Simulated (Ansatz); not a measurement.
Base system: SrO in the rock salt structure (space group Fm-3m, No. 225; a = 5.122 Å).

Method: Ansatz (an electronic-structure program), PBEsol, PAW, cutoff 420 eV, no SOC.

Strains are applied to the cell and any free atomic positions relax.

One change was made to it. Results:

| quantity | base | after |
|---|---|---|
| smallest direct gap | 3.26 eV | 3.24 eV |
| pressure | 0.00 GPa | 1.46 GPa |
| valley order (the lowest conduction-band minima on the path, energy above the VBM, named in the base's zone) | X along ⟨100⟩ 3.20 eV; Γ 3.93 eV | X along ⟨100⟩ 3.19 eV; Γ 4.04 eV |
| energy relative to the base (free energy F) | 0 meV/atom | +1.1 meV/atom |

Problem. Name the change that was made.
(A) isotropic strain −1.00 %
(B) isotropic strain +1.50 %
(C) isotropic strain −0.50 %
(D) isotropic strain +2.00 %

Solution. C, isotropic strain −0.50 %. For comparison, the valley order in the other runs: isotropic strain +2.00 % gives X along ⟨100⟩ 3.23 eV; Γ 3.52 eV; isotropic strain −1.00 % gives X along ⟨100⟩ 3.17 eV; Γ 4.15 eV; isotropic strain +1.50 % gives X along ⟨100⟩ 3.22 eV; Γ 3.62 eV.

Stability against distortions was not tested.
